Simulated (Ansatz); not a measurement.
Worked calculations on one periodic cell of amorphous Ti20O41Mg: Ti20O41Mg, 62 atoms, volume 758.9 Å³, made by a melt-quench on the CHGNet potential and relaxed with DFT. O atoms were pushed apart under 1.9 Å during the dynamics, to hinder bonds among them. It is a model cell: composition and starting density were chosen by hand, and all elements were melted together. Cycles of charging were run to anneal it. Computed with PBE, scalar-relativistic without spin-orbit coupling (plane waves to 420 eV, PAW; Ansatz, an electronic-structure program). Sampling: a 2×2×2 Γ-centred mesh; Fermi-Dirac width 0.02 eV; no spin polarisation. Its volume was held where the quench left it, its shape was free, and it stands at a mean pressure of 1.6 GPa with stress components up to 1.7 GPa; the relaxation ran on the zone centre alone. Its density went from a set 3.58 to 3.58 g/cm³. The cell is small and was quenched far faster than a real film, so it is one sample of the glass.

Question: Count formal charges (Ti +4, O -2, Mg +2). What does the count lead one to expect at the Fermi level, and what does the calculation give?

Answer: 20 × (+4) + 41 × (-2) + 1 × (+2) = 0. The charges balance, so the anion-derived valence states can be full and a gap can open. On this mesh the highest filled and lowest empty level lie 2.47 eV apart, the PBE gap of this cell, with a localised state at one edge or both.

Four energies for an added electron at PBE on the zone centre alone (charged cells in a uniform background, spin-polarised): neutral at the neutral geometry -75260.284 eV; charged at the neutral geometry -75251.245 eV; charged and relaxed -75251.344 eV; neutral at the charged geometry -75260.141 eV.

Question: Find the two relaxation energies and their sum, the reorganisation energy.

Answer: On charging: -75251.245 − (-75251.344) = 0.099 eV. On discharging: -75260.141 − (-75260.284) = 0.143 eV. The sum is 0.242 eV. The carrier's level spreads over 11 of the 62 atoms' worth, so it counts as partly localised, most on one Ti atom with neighbours O 1.94 Å, O 1.95 Å, O 1.98 Å, O 2.01 Å, O 2.01 Å, O 2.11 Å (neutral geometry). The values are uncorrected: the image energy of a point charge in this cell, 2.84 × 14.40 / (2 × 9.1) = 2.2 eV before screening, is screened by electrons alone at the fixed geometry and by ions too after relaxing, and the carrier can be spread before it relaxes, so each term can be off by up to that value times 1/ε∞, some tenths of an eV. PBE's self-interaction favours spread-out carriers, so a hybrid can localise more.

Four energies for a hole at PBE on the zone centre alone (charged cells in a uniform background, spin-polarised): neutral at the neutral geometry -75260.284 eV; charged at the neutral geometry -75266.699 eV; charged and relaxed -75267.010 eV; neutral at the charged geometry -75259.520 eV.

Question: Find the two relaxation energies and their sum, the reorganisation energy.

Answer: On charging: -75266.699 − (-75267.010) = 0.311 eV. On discharging: -75259.520 − (-75260.284) = 0.764 eV. The sum is 1.075 eV. The carrier's level spreads over 4 of the 62 atoms' worth, so it counts as localised, most on one O atom with neighbours Ti 1.86 Å, Ti 1.89 Å, Ti 2.33 Å (neutral geometry). The values are uncorrected: the image energy of a point charge in this cell, 2.84 × 14.40 / (2 × 9.1) = 2.2 eV before screening, is screened by electrons alone at the fixed geometry and by ions too after relaxing, and the carrier can be spread before it relaxes, so each term can be off by up to that value times 1/ε∞, some tenths of an eV. PBE's self-interaction favours spread-out carriers, so a hybrid can localise more.
